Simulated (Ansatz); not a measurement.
CdCO₃ (R-3c, No. 167) was calculated with LDA in Ansatz (plane waves, PAW).

Settings: plane-wave cutoff 500 eV, 10×10×10 k mesh, gaussian smearing 0.02 eV, scalar-relativistic PAW data made under PBE.

Computed at the level's own relaxed cell.

**Question.** Predict the volume per atom, lattice parameter a, c axis length and band gap.

**Answer.** 
volume per atom: 10.91 Å³/atom
lattice parameter a: 4.899 Å
c axis length: 15.742 Å
band gap: 2.99 eV (on the SCF k mesh)

Spin–orbit coupling is not included.

Static lattice: no zero-point or thermal effects.

Ansatz is a first-principles code.
